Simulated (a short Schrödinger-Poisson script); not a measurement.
# Symmetric double-gate stack, HfO2 on p-type GaN

Stack: symmetric double-gate stack, HfO2 on p-type GaN, at 300 K.

| layer | material | thickness (nm) | Na (cm⁻³) |
|---|---|---|---|
| 1 | HfO2 | 3.5 | - |
| 2 | GaN | 8 | 4e16 |
| 3 | HfO2 | 3.5 | - |

The device is made up for the run: typed textbook-type constants, with dimensions and the other settings drawn at random. HfO2: permittivity 22, conduction-band edge (eV) 1.6, gap (eV) 5.7, electron mass (mₑ) 0.2. GaN: permittivity 9.5, conduction-band edge (eV) 0, gap (eV) 3.43, Nv at 300 K (cm⁻³) 4.6e19.

Channel valleys (confinement mass, in-plane density-of-states mass, number): Γ 0.2, 0.2, 1. At the gates, both at one voltage, the conduction-band edge of layer 1 lies 2.18 eV − eVg above the Fermi level of the channel. Gaps are held at their typed values at every temperature. Mesh 0.03 nm at interfaces.

Solved with a short Schrödinger-Poisson script written for these runs: 1D Poisson equation in equilibrium, electrons quantum, Hartree (BenDaniel-Duke, 12 states a valley, the channel's in-plane mass for all, wave functions ending at the dielectric), parabolic valleys, classical holes, full ionisation, no traps, pinning or gate leakage.

```tsv
Vg (V)	electrons (cm⁻²)	C (μF/cm²)	Γ E0 (meV)	Γ E1 (meV)
0.3	1.36e7	< 0.003	310.4	398.4
0.35	9.43e7	< 0.003	260.4	348.4
0.4	6.52e8	0.00411	210.4	298.4
0.45	4.48e9	0.0281	160.5	248.5
0.5	2.98e10	0.179	111.5	199.3
0.55	1.65e11	0.817	66.4	153.7
0.6	5.82e11	1.87	31.5	116.9
0.65	1.29e12	2.63	7.0	89.2
0.7	2.19e12	3.08	-11.5	66.9
0.75	3.20e12	3.40	-26.6	47.9
0.8	4.30e12	3.66	-39.5	31.0
0.85	5.47e12	3.88	-50.9	15.9
0.9	6.72e12	4.08	-61.1	2.1
0.95	8.01e12	4.24	-70.4	-10.5
1	9.36e12	4.37	-79.1	-22.4
1.05	1.07e13	4.48	-87.4	-33.7
1.1	1.22e13	4.57	-95.5	-44.6
1.15	1.36e13	4.64	-103.4	-55.2
1.2	1.50e13	4.71	-111.2	-65.6
1.25	1.65e13	4.77	-119.0	-75.8
1.3	1.80e13	4.83	-126.7	-85.8
```

Subbands count from the Fermi level. The capacitance is that of both gates.

In real p-type GaN the Mg acceptor is only partly ionised, and so wide a gap doesn't supply an inversion layer without source and drain.
